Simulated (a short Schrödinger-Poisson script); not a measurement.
## Symmetric double-gate stack, SiO2 on p-type InP

System: symmetric double-gate stack, SiO2 on p-type InP, at 300 K.

| layer | material | thickness (nm) | Na (cm⁻³) |
|---|---|---|---|
| 1 | SiO2 | 3.7 | - |
| 2 | InP | 2 | 3e15 |
| 3 | SiO2 | 3.7 | - |

The device is made up for the run: typed textbook-type constants, with dimensions and the other settings drawn at random. SiO2: permittivity 3.9, conduction-band edge (eV) 3.48, gap (eV) 9, electron mass (mₑ) 0.5. InP: permittivity 12.5, conduction-band edge (eV) 0, gap (eV) 1.344, Nv at 300 K (cm⁻³) 1.1e19.

Channel valleys (confinement mass, in-plane density-of-states mass, number): Γ 0.08, 0.08, 1. At the gates, both at one voltage, the conduction-band edge of layer 1 lies 3.6 eV − eVg above the Fermi level of the channel. Gaps are held at their typed values at every temperature. Mesh 0.03 nm at interfaces.

Solved with a short Schrödinger-Poisson script written for these runs: 1D Poisson equation in equilibrium, electrons quantum, Hartree (BenDaniel-Duke, 12 states a valley, the channel's in-plane mass for all, wave functions free to enter the dielectric), parabolic valleys, classical holes, full ionisation, no traps, pinning or gate leakage.

| Vg (V) | electrons (cm⁻²) | C (μF/cm²) | Γ E0 (meV) | Γ E1 (meV) |
|---|---|---|---|---|
| 0.15 | 2.48e6 | < 0.003 | 329.9 | 1764.7 |
| 0.3 | 8.19e8 | 0.00516 | 179.9 | 1614.8 |
| 0.45 | 1.49e11 | 0.583 | 43.1 | 1477.7 |
| 0.6 | 1.09e12 | 1.23 | -23.9 | 1409.5 |
| 0.75 | 2.30e12 | 1.33 | -66.9 | 1364.9 |
| 0.9 | 3.55e12 | 1.35 | -105.9 | 1324.2 |
| 1.05 | 4.82e12 | 1.35 | -144.1 | 1284.3 |
| 1.2 | 6.09e12 | 1.35 | -182.1 | 1244.6 |
| 1.35 | 7.35e12 | 1.35 | -220.1 | 1205.0 |
| 1.5 | 8.62e12 | 1.35 | -258.0 | 1165.3 |
| 1.65 | 9.89e12 | 1.35 | -295.9 | 1125.7 |
| 1.8 | 1.12e13 | 1.35 | -333.9 | 1086.0 |
| 1.95 | 1.24e13 | 1.35 | -371.8 | 1046.4 |
| 2.1 | 1.37e13 | 1.35 | -409.8 | 1006.7 |
| 2.25 | 1.50e13 | 1.35 | -447.7 | 967.1 |
| 2.4 | 1.62e13 | 1.35 | -485.7 | 927.4 |

Gate voltages with under 1e6 electrons/cm² are left out.

Subbands count from the Fermi level. The capacitance is that of both gates.

Above a few 1e12 electrons/cm² a light Γ valley is non-parabolic and upper valleys begin to fill, which the model leaves out.
